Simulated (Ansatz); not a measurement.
Consider GaN in the zinc blende structure (space group F-43m, No. 216).

```
GaN
1.0
    0.00000     2.27440     2.27440
    2.27440     0.00000     2.27440
    2.27440     2.27440     0.00000
N Ga
1 1
Direct
  0.75000   0.75000   0.75000
  0.00000   0.00000   0.00000
```

Levels (all Ansatz, an electronic-structure program, PAW, earlier PAW set): PBE (420 eV, scalar-relativistic without spin-orbit coupling); r2SCAN (500 eV, without spin-orbit coupling).

The geometry is relaxed with PBE.

- PBE pressure: 0.01 GPa
- PBE band gap: 1.54 eV
- PBE gap character: direct at Γ
- PBE electron mass: 0.14 mₑ (at Γ)

Q: Predict the pressure, band gap, gap character and electron mass from r2SCAN.

A: The pressure drops by 6.13 GPa to -6.12 GPa; the band gap grows by 0.40 eV (1.54 eV → 1.94 eV); the gap character stays direct at Γ; the electron mass goes from 0.14 mₑ (at Γ) to 0.16 mₑ (at Γ).

Single points use the geometry relaxed with PBE. Their cutoffs differ, which shifts pressures a little. Effective masses come from finite differences of ±0.01 Å⁻¹. Whether these cells are dynamically stable was not tested. This is not the structure that GaN has at room temperature and ambient pressure.
